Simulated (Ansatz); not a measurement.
Input:

```
CdF2
1.0
    0.00000     2.66902     2.66902
    2.66902     0.00000     2.66902
    2.66902     2.66902     0.00000
Cd F
1 2
Direct
  0.00000   0.00000   0.00000
  0.25000   0.25000   0.25000
  0.75000   0.75000   0.75000
```

No spin polarisation.

Computed with PBE (Ansatz, an electronic-structure program; PAW; 420 eV plane waves; spin-orbit coupling left out). Γ-centred 10×10×10 mesh, Fermi–Dirac width 0.05 eV.

Q: What width of the top valence band does the calculation give?

A: 0.46 eV.

Q: What smallest direct gap does the calculation give?

A: 3.66 eV.

Load acts through the strain it causes; cell and atoms are relaxed under it. Stability against distortions was not tested. Competing high-pressure phases were not computed. The cell was made from CdF$_{2}$ in the fluorite structure (space group Fm-3m, No. 225) by this change: pressure 9 GPa.
